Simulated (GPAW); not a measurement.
**A self-consistent single point of Ta2Si (I4/mcm, 6 atoms in the cell) with GPAW**

Computed with LDA (Perdew-Wang 92), GPAW PAW datasets LDA (gpaw-data 1.0.1) (plane waves; GPAW).

Input:

```python
from ase import Atoms
from ase.units import GPa
from gpaw import GPAW, PW

atoms = Atoms(['Ta', 'Ta', 'Ta', 'Ta', 'Si', 'Si'],
              cell=[[-3.087765, 3.087765, 2.523640],
                    [3.087765, -3.087765, 2.523640],
                    [3.087765, 3.087765, -2.523640]],
              scaled_positions=[[0.663590, 0.836410, 0.500000],
                                [0.336410, 0.163590, 0.500000],
                                [0.836410, 0.336410, 0.172820],
                                [0.163590, 0.663590, 0.827180],
                                [0.250000, 0.250000, 0.000000],
                                [0.750000, 0.750000, 0.000000]],
              pbc=True)

calc = GPAW(mode=PW(600),
            xc='LDA',
            kpts=(7, 7, 7),
            occupations={'name': 'methfessel-paxton', 'width': 0.1, 'order': 0},
            nbands=-10,
            convergence={'forces': 0.001},
            symmetry={'symmorphic': False, 'tolerance': 0.0005},
            maxiter=150,
            txt='-')

atoms.calc = calc

energy = atoms.get_potential_energy()
print('Energy (eV):', round(energy, 6))
forces = atoms.get_forces()
print('Forces (eV/Ang):')
print(forces.round(5))
stress = atoms.get_stress()
print('Stress (GPa, Voigt):', (stress / GPa).round(4))
```

Output, abridged:

```
Input parameters:
  convergence: {forces: 0.001}
  kpts: [7 7 7]
  maxiter: 150
  mode: {ecut: 600.0,
         name: pw}
  nbands: -10
  occupations: {name: methfessel-paxton,
                order: 0,
                width: 0.1}
  symmetry: {symmorphic: False,
             tolerance: 0.0005}

species:
  Ta:
    name: Tantalum
    Z: 73.0
    valence: 13
    core: 60
    charge: 0.0
    file: Ta.LDA.gz

    # Using partial waves for Ta as LCAO basis

  Si:
    name: Silicon
    Z: 14.0
    valence: 4
    core: 10
    charge: 0.0
    file: Si.LDA.gz

    # Using partial waves for Si as LCAO basis

Reference energy: -1711406.704693  # eV

Spin-paired calculation

Convergence criteria:
 Maximum [total energy] change in last 3 cyles: 0.0005 eV / valence electron
 Maximum integral of absolute [dens]ity change: 0.0001 electrons / valence electron
 Maximum integral of absolute [eigenst]ate change: 4e-08 eV^2 / valence electron
 Maximum change in the atomic [forces] across last 2 cycles: 0.001 eV/Ang OR
Maximum error relative to the maximum force is below inf
 Maximum number of scf [iter]ations: 150

Symmetries present (total): 16
Symmetries with fractional translations: 8
343 k-points: 7 x 7 x 7 Monkhorst-Pack grid
40 k-points in the irreducible part of the Brillouin zone
       k-points in crystal coordinates                weights
   0:     0.00000000    0.00000000    0.00000000          1/343
   1:     0.14285714   -0.14285714    0.00000000          4/343
   2:     0.14285714   -0.14285714    0.14285714          4/343
   [... 7 lines left out ...]
          ...
  39:     0.42857143    0.42857143    0.42857143          8/343

Wave functions: Plane wave expansion
  Cutoff energy: 600.000 eV
  Number of coefficients (min, max): 3185, 3242
  Pulay-stress correction: 0.000000 eV/Ang^3 (de/decut=0.000000)

Occupation numbers: Methfessel-Paxton:
  width: 0.1000  # eV
  order: 0

Eigensolver

Densities:
  Coarse grid: 30*30*30 grid
  Fine grid: 60*60*60 grid
  Total Charge: 0.000000

Density mixing:
  Method: separate
  Backend: pulay
  Linear mixing parameter: 0.05
  old densities: 5
  Damping of long wavelength oscillations: 50

Hamiltonian:
  XC and Coulomb potentials evaluated on a 60*60*60 grid
  External potential:
    NoExternalPotential

Number of atoms: 6
Number of atomic orbitals: 60
Number of bands in calculation: 40
Number of valence electrons: 60
Bands to converge: occupied

Density initialized from atomic densities
  40 bands from LCAO basis set

Atomic positions and initial magnetic moments

Positions:
   0 Ta     2.077510    1.010255    2.523640    ( 0.0000,  0.0000,  0.0000)
   1 Ta     1.010255    2.077510    0.000000    ( 0.0000,  0.0000,  0.0000)
   2 Ta    -1.010255    2.077510    2.523640    ( 0.0000,  0.0000,  0.0000)
   3 Ta     4.098020    1.010255   -0.000000    ( 0.0000,  0.0000,  0.0000)
   4 Si     0.000000    0.000000    1.261820    ( 0.0000,  0.0000,  0.0000)
   5 Si     0.000000   -0.000000    3.785460    ( 0.0000,  0.0000,  0.0000)

Unit cell:
           periodic     x           y           z      points  spacing
  1. axis:    yes   -3.087765    3.087765    2.523640    30     0.1303
  2. axis:    yes    3.087765   -3.087765    2.523640    30     0.1303
  3. axis:    yes    3.087765    3.087765   -2.523640    30     0.1456

  Lengths:   5.043545   5.043545   5.043545
  Angles:  104.499433 104.499433 119.950997

Effective grid spacing dv^(1/3) = 0.1528

     iter     time        total  log10-change:
                         energy   eigst   dens  force
iter:   1 --:--:--   -59.882074
iter:   2 --:--:--   -59.894068   -0.84  -1.26
iter:   3 --:--:--   -59.139861   -0.59  -1.27
iter:   4 --:--:--   -59.745642   -0.79  -1.66
iter:   5 --:--:--   -59.743654   -0.30  -1.69
iter:   6 --:--:--   -59.204467   -0.93  -1.48
iter:   7 --:--:--   -59.298261   -1.48  -2.04
iter:   8 --:--:--   -59.076246   -1.78  -1.89
iter:   9 --:--:--   -59.081186   -2.89  -2.47
iter:  10 --:--:--   -59.078824c  -3.46  -2.51
iter:  11 --:--:--   -59.073296c  -2.57  -2.63
iter:  12 --:--:--   -59.073322c  -3.71  -3.32
iter:  13 --:--:--   -59.073233c  -4.88  -3.32
iter:  14 --:--:--   -59.073248c  -5.53  -3.36
iter:  15 --:--:--   -59.073334c  -5.36  -3.32
iter:  16 --:--:--   -59.073258c  -6.21  -3.26
iter:  17 --:--:--   -59.073174c  -4.07  -3.32
iter:  18 --:--:--   -59.073382c  -4.21  -3.64
iter:  19 --:--:--   -59.073100c  -4.54  -3.36
iter:  20 --:--:--   -59.073105c  -5.21  -4.02c
iter:  21 --:--:--   -59.073135c  -5.18  -3.98
iter:  22 --:--:--   -59.073105c  -5.88  -3.93
iter:  23 --:--:--   -59.073106c  -5.33  -4.29c
iter:  24 --:--:--   -59.073111c  -5.59  -3.96
iter:  25 --:--:--   -59.073104c  -5.71  -4.24c
iter:  26 --:--:--   -59.073107c  -6.20  -4.16c
iter:  27 --:--:--   -59.073104c  -5.88  -4.10c
iter:  28 --:--:--   -59.073104c  -7.00  -4.91c
iter:  29 --:--:--   -59.073103c  -7.62c -4.97c
iter:  30 --:--:--   -59.073103c  -7.47c -4.86c -3.37c

Converged after 30 iterations.

Dipole moment: (0.000000, 0.000000, 0.000000) |e|*Ang

Energy contributions relative to reference atoms: (reference = -1711406.704693)

Kinetic:        +36.981804
Potential:      -36.146999
External:        +0.000000
XC:             -58.722600
Entropy (-ST):   -0.020793
Local:           -1.174912
SIC:             +0.000000
--------------------------
Free energy:    -59.083500
Extrapolated:   -59.073103

Showing only first 2 kpts
 Kpt  Band  Eigenvalues  Occupancy
  0    28     11.90581    0.01110
  0    29     11.96351    0.00079
  0    30     12.65239    0.00000
  0    31     13.01481    0.00000

  1    28     11.58922    1.94736
  1    29     12.04353    0.00001
  1    30     12.46065    0.00000
  1    31     12.46354    0.00000

Fermi level: 11.72624

No gap
No difference between direct/indirect transitions
Energy (eV): -59.073103

Forces in eV/Ang:
  0 Ta    0.04995   -0.04995   -0.00000
  1 Ta   -0.04995    0.04995   -0.00000
  2 Ta    0.04995    0.04995    0.00000
  3 Ta   -0.04995   -0.04995    0.00000
  4 Si   -0.00000    0.00000    0.00000
  5 Si   -0.00000    0.00000    0.00000

Stress tensor:
     0.049581     0.000000     0.000000
     0.000000     0.049581    -0.000000
     0.000000    -0.000000     0.039468
Stress (GPa, Voigt): [ 7.9438  7.9438  6.3235 -0.      0.      0.    ]
```

The run converged in 30 iterations. GPAW prints stress with tension positive.

The starting cell comes from a database of computed structures (which also holds hypothetical and non-ambient phases and stackings), without a prior relaxation at this level. Spin-orbit coupling is off. Spin polarisation is off. With a pressure of about -7 GPa the cell is away from its equilibrium volume at this level.

Cost on one core of a shared machine: roughly 2 min.
